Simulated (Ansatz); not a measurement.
This concerns the formation energy of Au_Pb in Pb (fcc, Fm-3m). Reaction: 63 Pb (fcc) + Au (fcc) → cell A.

Cell A: a supercell of 64 sites of Pb (fcc, Fm-3m) with Au on a Pb site (12 Pb at 3.40 Å); spin state with PBE: run without spin, k-point mesh 3×3×3.
```
AuPb63
1.0
   14.02654     0.00000     0.00000
    7.01327    12.14734     0.00000
    7.01327     4.04911    11.45262
Au Pb
1 63
Direct
  0.00000   0.00000   0.00000
  0.00000   0.00000   0.24230
  0.00000   0.00000   0.50000
  0.00000   0.00000   0.75770
  0.00000   0.24230   0.00000
  0.00019   0.24947   0.24947
  0.00019   0.24947   0.50087
  0.00000   0.24230   0.75770
  0.00000   0.50000   0.00000
  0.00019   0.50087   0.24947
  0.00000   0.50000   0.50000
  0.99981   0.49913   0.75053
  0.00000   0.75770   0.00000
  0.00000   0.75770   0.24230
  0.99981   0.75053   0.49913
  0.99981   0.75053   0.75053
  0.24230   0.00000   0.00000
  0.24947   0.00019   0.24947
  0.24947   0.00019   0.50087
  0.24230   0.00000   0.75770
  0.24947   0.24947   0.00019
  0.25000   0.25000   0.25000
  0.24947   0.24947   0.50087
  0.24965   0.24965   0.75035
  0.24947   0.50087   0.00019
  0.24947   0.50087   0.24947
  0.24905   0.50000   0.50000
  0.24905   0.50000   0.75095
  0.24230   0.75770   0.00000
  0.24965   0.75035   0.24965
  0.24905   0.75095   0.50000
  0.24965   0.75035   0.75035
  0.50000   0.00000   0.00000
  0.50087   0.00019   0.24947
  0.50000   0.00000   0.50000
  0.49913   0.99981   0.75053
  0.50087   0.24947   0.00019
  0.50087   0.24947   0.24947
  0.50000   0.24905   0.50000
  0.50000   0.24905   0.75095
  0.50000   0.50000   0.00000
  0.50000   0.50000   0.24905
  0.50000   0.50000   0.50000
  0.50000   0.50000   0.75095
  0.49913   0.75053   0.99981
  0.50000   0.75095   0.24905
  0.50000   0.75095   0.50000
  0.49913   0.75053   0.75053
  0.75770   0.00000   0.00000
  0.75770   0.00000   0.24230
  0.75053   0.99981   0.49913
  0.75053   0.99981   0.75053
  0.75770   0.24230   0.00000
  0.75035   0.24965   0.24965
  0.75095   0.24905   0.50000
  0.75035   0.24965   0.75035
  0.75053   0.49913   0.99981
  0.75095   0.50000   0.24905
  0.75095   0.50000   0.50000
  0.75053   0.49913   0.75053
  0.75053   0.75053   0.99981
  0.75035   0.75035   0.24965
  0.75053   0.75053   0.49913
  0.75000   0.75000   0.75000
```

Reference: Pb (fcc, Fm-3m), 64 atoms in the cell, the relaxed perfect crystal repeated, atoms not moved again, k-point mesh 3×3×3 on the run's own vectors.

Reference: Au (fcc, Fm-3m), 1 atom in the cell, k-point mesh 24×24×24 on the run's own vectors. Conventional cell: a = b = c = 4.103 Å, α = β = γ = 90.00°.

Computed with Ansatz (plane waves, PAW), its default PAW set, cutoff 420 eV, 500 eV for r2SCAN. The structures are at rest with PBE+D3(BJ), within the held lattices; other levels are single points on them. Neutral cells; Fermi-Dirac smearing of at most 0.10 eV in the solids, energies taken to zero width. The lattices are those relaxed with PBE+D3(BJ), so at other levels the solids can be strained, which adds to the spread. Larger cells are relaxed from a start prepared with the learned potential CHGNet, on a coarser mesh till forces fall under 0.03 eV/Å, which some starts already meet. A dispersion term (D3(BJ), or D4 for r2SCAN) was computed beside these levels and is taken off wherever the name lacks it. Nuclei at rest; no vibrational terms. No structure search was made; lower ones may exist. The runs are scalar-relativistic, without spin-orbit coupling. No correction for cell size. Mesh and cell size may move defect energies by 0.1 eV or more. Cell A has symmetry Fm-3m within 0.02 Å and got no random move, so less symmetric positions, which may lie lower, weren't tried.

Question: Predict the value from r2SCAN+D4.

Answer: 0.16 eV, for 63 Pb (fcc) + Au (fcc) → cell A.

Question: How does the value move with the functional?

Answer: 
| Level | value (eV) | less r2SCAN+D4 |
|---|---|---|
| PBE | -0.10 | -0.26 |
| PBE+D3(BJ) | 0.18 | 0.02 |

The levels shown span 0.28 eV, from PBE (-0.10) to PBE+D3(BJ) (0.18). They disagree on the sign.

Ansatz is a program for electronic structure.
